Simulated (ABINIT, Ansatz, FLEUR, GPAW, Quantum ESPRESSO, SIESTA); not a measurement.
# One structure in several programs: CuTe (Pmmn, 4 atoms in the cell)

Self-consistent single point.

```yaml
crystal:
  lattice:
    - [3.19743, 0.00000, 0.00000]
    - [0.00000, 3.94576, 0.00000]
    - [0.00000, 0.00000, 7.21942]
  atoms:
    - { symbol: Cu, position: [0.00000, 0.50000, 0.46459] }
    - { symbol: Cu, position: [0.50000, 0.00000, 0.53541] }
    - { symbol: Te, position: [0.00000, 0.00000, 0.23823] }
    - { symbol: Te, position: [0.50000, 0.50000, 0.76177] }
```

Shared settings, as Ansatz (a first-principles code) writes them: kpoints.mp_grid.grid = 3 3 2; scf.occupations.method = gaussian; scf.occupations.width = 0.136 eV. Potentials and cutoffs stand in the table.

| code | model | pressure (GPa) | largest force (eV/Å) | cutoff |
|---|---|---|---|---|
| FLEUR | LDA (Vosko-Wilk-Nusair), all-electron FLAPW (FLEUR), scalar-relativistic valence | – | 0.106 | Kmax 3.5 1/bohr |
| GPAW | LDA (Perdew-Wang 92), GPAW PAW datasets LDA (gpaw-data 1.0.1) | -2.87 | 0.119 | 850 eV |
| SIESTA | LDA PW92, numerical atomic orbitals DZP, PseudoDojo LDA standard norm-conserving potentials (rewritten from UPF to PSML) | -1.02 | 0.755 | grid 350 Ry |
| Ansatz | LDA (PW92), PAW files made with PBE | -2.67 | 0.135 | default |
| ABINIT | LDA (PW92), PAW (JTH v2.0 LDA PAW) | -2.19 | 0.275 | 60 Ry |
| Quantum ESPRESSO | LDA (PZ), PSlibrary ultrasoft (LDA) pseudopotentials | -2.25 | 0.216 | 55 Ry |

Size of the force on each atom (eV/Å): Sizes of forces hide their directions.

```
code                Cu1    Cu2    Te3    Te4
----------------  -----  -----  -----  -----
FLEUR             0.024  0.024  0.106  0.106
GPAW              0.016  0.016  0.119  0.119
SIESTA            0.105  0.105  0.755  0.755
Ansatz            0.001  0.001  0.135  0.135
ABINIT            0.008  0.008  0.275  0.275
Quantum ESPRESSO  0.002  0.002  0.216  0.216
```

A dash marks a value that a program does not give, or that is left out as unsure.

No clean gap comes from GPAW, SIESTA, Ansatz, ABINIT and Quantum ESPRESSO: levels at the Fermi energy touch, overlap or are partly filled at this smearing.

On Ansatz's run: spin-orbit coupling is off. Spin polarisation is off.

The spread over the programs that give each value: pressure within 1.85 GPa; largest force within 0.649 eV/Å.

SIESTA uses small atom-centred bases, whose incompleteness enters pressures, forces and empty levels differently from a plane-wave cutoff. FLEUR treats all electrons, but the usual bases taken here (sphere radii, linearisation, local orbitals, empty states) were not tested for convergence, so the values are no reference for the others. Ansatz's pressure is given at a fixed set of plane waves, as the other plane-wave codes print theirs; with its correction for the finite basis it is -2.60 GPa. The same LDA comes in different parametrisations, which differ slightly. In the pressure, SIESTA (by 1.44) lies more than 1 GPa from the median of the plane-wave programs. In the force vectors, SIESTA (by 0.579) and ABINIT (by 0.100) lie more than 0.08 eV/Å from the median of the plane-wave programs.

On the base mesh (7 6 3) the same programs gave: Ansatz pressure -1.92 GPa; Quantum ESPRESSO pressure -1.49 GPa; ABINIT pressure -1.40 GPa; GPAW pressure -2.12 GPa; SIESTA pressure -0.31 GPa.

The values differ from the base mesh's, so the mesh still matters here: the table compares the programs at equal settings.

The starting cell comes from a database of computed structures (which also holds hypothetical and non-ambient phases and stackings), without a prior relaxation at this level. Its lattice was rescaled by a random factor within 2.5 % of one.

Left out of this page: CP2K (on another mesh).

Keys are those of Ansatz 0.2.
